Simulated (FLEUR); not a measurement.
FLEUR is run on Pt (Fm-3m, 1 atom in the cell), and the run fails. The aim is a self-consistent single point with DFT, PBE, all-electron FLAPW (FLEUR), scalar-relativistic valence.

Cell that was meant: a = 2.8075 Å, b = 2.8075 Å, c = 2.8075 Å, α = 60.00°, β = 60.00°, γ = 60.00°.

Part of the input:

```xml
      <ldaU l_linMix="F" mixParam="0.05" spinf="1.0"/>
   </calculationSetup>
   <cell>
      <bzIntegration valenceElectrons="18.0" mode="hist" fermiSmearingEnergy="0.00367493">
         <kPointListSelection listName="default-1"/>
         <!-- k-points included here -->
         <xi:include xmlns:xi="http://www.w3.org/2001/XInclude" href="kpts.xml"> </xi:include>
```

Output (repeated stretches shortened):

```
      Welcome to FLEUR        (www.flapw.de)
      MaX-Release 8.1          (www.max-centre.eu)
**************FLEUR-Error*****************
Error message: E-field too big or No. of e- not correct
Error occurred in subroutine: efield
Error from PE:0/1
 Last known location:
```

**Question.** Read the log: what does the program object to, and what is the fix?

**Answer.** The fault is an unintended net charge; here the program stops on it instead of giving results. To fix it, remove the charge. The program stopped before any SCF iteration.

An input that runs soundly differs in these lines (not the only fix; some lines may just follow from the change or write a value another way):
```diff
-      <bzIntegration valenceElectrons="18.0" mode="hist" fermiSmearingEnergy="0.00367493">
+      <bzIntegration valenceElectrons="16.0" mode="hist" fermiSmearingEnergy="0.00367493">
```

With that input, the run converged in 13 iterations: free energy E − TS -501961.1203 eV; Fermi level (on the code's own zero) 14.32 eV (DFT, PBE, all-electron FLAPW (FLEUR), scalar-relativistic valence).

On the sound input: the starting cell comes from a database of computed structures (which also holds hypothetical and non-ambient phases and stackings), without a prior relaxation at this level. Its lattice was rescaled by a random factor within 2.5 % of one. Spin polarisation is off. Values depend on the basis (sphere radii, cutoffs, local orbitals), which need not be converged.
